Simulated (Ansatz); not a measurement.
**GaN, element substitutions**

Consider GaN in the zinc blende structure (space group F-43m, No. 216; a = 4.549 Å).

Each row replaces one element on all its sites; cell and atoms are relaxed.

Level of theory: PBE in Ansatz (plane waves to 420 eV, PAW, scalar-relativistic without spin-orbit coupling), earlier PAW set.

```tsv
variant	band gap	volume per atom
base	1.54 eV	11.77 Å³
Ga → B	4.46 eV	5.95 Å³
N → Sb	zero	29.99 Å³
Ga → Al	3.31 eV	10.67 Å³
```

With Sb present, leaving out spin-orbit coupling can change the band edges. Stability against distortions was not tested. All final runs are without spin polarisation. This is not the structure that GaN has at room temperature and ambient pressure. This is not the structure that AlN has at room temperature and ambient pressure. A zero or small gap of GaSb can be the functional's error rather than a property of the material.

Ansatz is a quantum-chemistry and plane-wave program.
